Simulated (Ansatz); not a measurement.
Take CsPbCl₃ in the cubic perovskite structure (space group Pm-3m, No. 221; a = 5.6188 Å) as the base.

All numbers come from plane-wave PAW DFT at the PBEsol level (Ansatz, an electronic-structure program, 420 eV), no spin-orbit coupling.

Before the change:

| Item | Result |
|---|---|
| Pressure | 0.00 GPa |
| Band gap | 1.83 eV |

Modification: every lattice vector is stretched by 0.60 %, atoms relaxed at fixed cell.

How does this affect the pressure?

The pressure goes from zero to -0.43 GPa.

What does the calculation give for the band gap after the change?

The band gap goes up by 0.08 eV (1.83 eV → 1.91 eV).

What happens to the energy relative to the base?

The energy goes up by 0.9 meV/atom.

Spin-orbit coupling, missing from the scalar runs, can matter with Pb. The cells carry an imposed strain or load. Stability against distortions was not tested. Many cubic perovskites are stable only at high temperature; tilts and polar distortions were not tested. This is not the structure that CsPbCl3 has at room temperature and ambient pressure.
